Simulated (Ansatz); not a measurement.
## How far PBE and r2SCAN part for WSi2, biaxial strain +1.82 %, plane normal [001], relaxed out of plane

The parent structure is WSi2 (space group I4/mmm, No. 139; a = 3.2289 Å, c = 7.8697 Å; relaxed with 0.1 eV smearing). Axes: x, y, z lie along a, b, c of the conventional cell.

(Cell as relaxed with PBE.)

Levels (all Ansatz, a quantum-chemistry and plane-wave program, PAW): PBE (420 eV, no SOC); r2SCAN (500 eV, spin-orbit coupling left out).

Each level relaxes its own structure.

| base | PBE | r2SCAN |
|---|---|---|
| volume per atom | 13.67 Å³ | 13.42 Å³ |
| lattice parameter a | 6.102 bohr | 6.069 bohr |
| band gap | zero | zero |

Modification: biaxial strain +1.82 %, plane normal [001], relaxed out of plane (Cartesian); in-plane vectors clamped, the third vector and the atoms free.

```tsv
quantity	PBE	r2SCAN
mean in-plane stress (compression positive)	-8.4 GPa	…
out-of-plane strain	-0.60 %	…
```

Task: Predict the r2SCAN column.

Result: 
- mean in-plane stress (compression positive), r2SCAN: -9.0 GPa
- out-of-plane strain, r2SCAN: -0.57 %

PBE's in-plane stress lies 0.6 GPa above r2SCAN's; PBE's out-of-plane strain lies 0.03 % below r2SCAN's. Neither level is exact; r2SCAN is the comparison here, not a measurement.

Whether these cells are dynamically stable was not tested. All final runs are without spin polarisation.
